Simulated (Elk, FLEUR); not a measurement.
An Elk input for a self-consistent single point of CuTe (P1, 4 atoms in the cell) (DFT, LDA (PW92), all-electron FP-LAPW, Elk's shipped species files, APW+lo basis with extra local orbitals):

```
tasks
  0

rgkmax
  7.5

gmaxvr
  16.0

nxlo
  2

lorbcnd
  .true.

rmtscf
  0.91

lmaxi
  2

stype
  0

swidth
  0.00499791

maxscl
  100

avec
    6.0422707821    0.0000000000    0.0000000000
    0.0000000000    7.4564038638    0.0000000000
    0.0000000000    0.0000000000   13.6427322478

atoms
  2
  'Cu.in'
  2
  -0.0232840000  0.4945610000  0.4575840000    0.0 0.0 0.0
  0.5090770000  0.0078470000  0.5337510000    0.0 0.0 0.0
  'Te.in'
  2
  0.0127690000  0.0004330000  0.2436950000    0.0 0.0 0.0
  0.5014390000  0.4971590000  0.7649700000    0.0 0.0 0.0

ngridk
  7 6 3
```

Problem. Translate this input to FLEUR.

Solution. One input that does it (others would too):

Input of the input generator:

```
CuTe
&input film=f /
3.1974320000 0.0000000000 0.0000000000
0.0000000000 3.9457590000 0.0000000000
0.0000000000 0.0000000000 7.2194230000
1.8897261246
1.0 1.0 1.0

4
29 -0.0232840000 0.4945610000 0.4575840000
29 0.5090770000 0.0078470000 0.5337510000
52 0.0127690000 0.0004330000 0.2436950000
52 0.5014390000 0.4971590000 0.7649700000

&comp jspins=1 /
&exco xctyp='vwn' /
&kpt div1=7 div2=6 div3=3 gamma=t /
&end /
```

```xml
<?xml version="1.0" encoding="UTF-8" standalone="no"?>
<fleurInput fleurInputVersion="0.39">
   <comment>
      CuTe                                                                                                
   </comment>
   <calculationSetup>
      <cutoffs Kmax="3.5" Gmax="12.2" GmaxXC="12.2" numbands="0"/>
      <scfLoop itmax="80" minDistance="0.00001" maxIterBroyd="25" imix="Anderson" alpha="0.05" precondParam="0.0" spinf="2.0"/>
      <coreElectrons ctail="T" frcor="F" kcrel="0" coretail_lmax="0"/>
      <xcFunctional name="vwn" relativisticCorrections="F"/>
      <magnetism jspins="1"/>
      <soc l_soc="F" theta="0.0" phi="0.0" spav="F"/>
      <expertModes spex="0" secvar="F"/>
      <geometryOptimization l_f="T" forcealpha="1.0" forcemix="BFGS" epsdisp="0.00001" epsforce="0.00001"/>
      <ldaU l_linMix="F" mixParam="0.05" spinf="1.0"/>
   </calculationSetup>
   <cell>
      <bzIntegration valenceElectrons="54.0" mode="gauss" fermiSmearingEnergy="0.00499791">
         <kPointListSelection listName="default-1"/>
         <!-- k-points included here -->
         <xi:include xmlns:xi="http://www.w3.org/2001/XInclude" href="kpts.xml"> </xi:include>
      </bzIntegration>
      <!-- symmetry operations included here -->
      <xi:include xmlns:xi="http://www.w3.org/2001/XInclude" href="sym.xml"> </xi:include>
      <bulkLattice scale="1.0">
         <bravaisMatrix>
            <row-1>    6.0422707820320269     0.0000000000000000     0.0000000000000000</row-1>
            <row-2>    0.0000000000000000     7.4564038636755710     0.0000000000000000</row-2>
            <row-3>    0.0000000000000000     0.0000000000000000    13.6427322476381043</row-3>
         </bravaisMatrix>
      </bulkLattice>
   </cell>
   <atomSpecies>
      <species name="Copper (Cu)" element="Cu" atomicNumber="29">
         <mtSphere radius="2.26" gridPoints="781" logIncrement="0.016"/>
         <atomicCutoffs lmax="8" lnonsphr="6"/>
         <electronConfig flipSpins="F">
            <coreConfig>(1s1/2) (2s1/2) (2p1/2) (2p3/2) (3s1/2) (3p1/2) (3p3/2)</coreConfig>
            <valenceConfig>(4s1/2) (3d3/2) (3d5/2)</valenceConfig>
            <stateOccupation state="(4s1/2)" spinUp="0.5" spinDown="0.5"/>
         </electronConfig>
         <energyParameters s="4" p="4" d="3" f="4"/>
         <lo type="HELO" l="2" n="4" eDeriv="0"/>
      </species>
      <species name="Tellurium (Te)" element="Te" atomicNumber="52">
         <mtSphere radius="2.26" gridPoints="781" logIncrement="0.017"/>
         <atomicCutoffs lmax="8" lnonsphr="6"/>
         <electronConfig flipSpins="F">
            <coreConfig>(1s1/2) (2s1/2) (2p1/2) (2p3/2) (3s1/2) (3p1/2) (3p3/2) (4s1/2) (3d3/2) (3d5/2) (4p1/2) (4p3/2)</coreConfig>
            <valenceConfig>(5s1/2) (4d3/2) (4d5/2) (5p1/2) (5p3/2)</valenceConfig>
            <stateOccupation state="(5p1/2)" spinUp="0.6666666666667" spinDown="0.6666666666667"/>
            <stateOccupation state="(5p3/2)" spinUp="1.3333333333333" spinDown="1.3333333333333"/>
         </electronConfig>
         <energyParameters s="5" p="5" d="5" f="4"/>
         <lo type="SCLO" l="2" n="4" eDeriv="0"/>
      </species>
   </atomSpecies>
   <atomGroups>
      <atomGroup species="Copper (Cu)">
         <relPos label="                   1">-.0232840000 .4945610000 .4575840000</relPos>
         <force calculate="T" relaxXYZ="TTT"/>
      </atomGroup>
      <atomGroup species="Copper (Cu)">
         <relPos label="                   2">-.4909230000 .0078470000 -.4662490000</relPos>
         <force calculate="T" relaxXYZ="TTT"/>
      </atomGroup>
      <atomGroup species="Tellurium (Te)">
         <relPos label="                   3">.0127690000 .0004330000 .2436950000</relPos>
         <force calculate="T" relaxXYZ="TTT"/>
      </atomGroup>
      <atomGroup species="Tellurium (Te)">
         <relPos label="                   4">-.4985610000 .4971590000 -.2350300000</relPos>
         <force calculate="T" relaxXYZ="TTT"/>
      </atomGroup>
   </atomGroups>
   <output dos="F" band="F" slice="F">
      <checks vchk="F" cdinf="F"/>
      <bandDOS minEnergy="-.5*Htr" maxEnergy="0.5*Htr" sigma="0.015" storeEVData="T"/>
      <vacuumDOS vacdos="F" integ="F" star="F" nstars="0" locx1="0.0" locy1="0.0" locx2="0.0" locy2="0.0" nstm="0" tworkf="0.0"/>
      <unfoldingBand unfoldBand="F" supercellX="1" supercellY="1" supercellZ="1"/>
      <plotting iplot="0" polar="F">
         <plot TwoD="T" vec1="  1.0  0.0  0.0" vec2="  0.0  1.0  0.0" vec3="  0.0  0.0  1.0" zero="  0.0  0.0  0.0" file="plot"/>
      </plotting>
      <chargeDensitySlicing numkpt="0" minEigenval="0.0" maxEigenval="0.0" nnne="0" pallst="F"/>
      <specialOutput eonly="F"/>
      <magneticCircularDichroism mcd="F" energyLo="-10.0" energyUp="0.0"/>
   </output>
  <!-- We include the file relax.xml here to enable relaxations (see documentation) -->
  <xi:include xmlns:xi="http://www.w3.org/2001/XInclude" href="relax.xml"> <xi:fallback/> </xi:include>
</fleurInput>
```

Basis settings and potentials, where a program has them, do not carry over. This input uses DFT, LDA (Vosko-Wilk-Nusair), all-electron FLAPW (FLEUR), scalar-relativistic valence. LDA parametrisations can differ slightly between programs.

The starting cell comes from a database of computed structures (which also holds hypothetical and non-ambient phases and stackings), without a prior relaxation at this level. Its lattice was rescaled by a random factor within 2.5 % of one. For this run, on top of that: atoms moved at random.
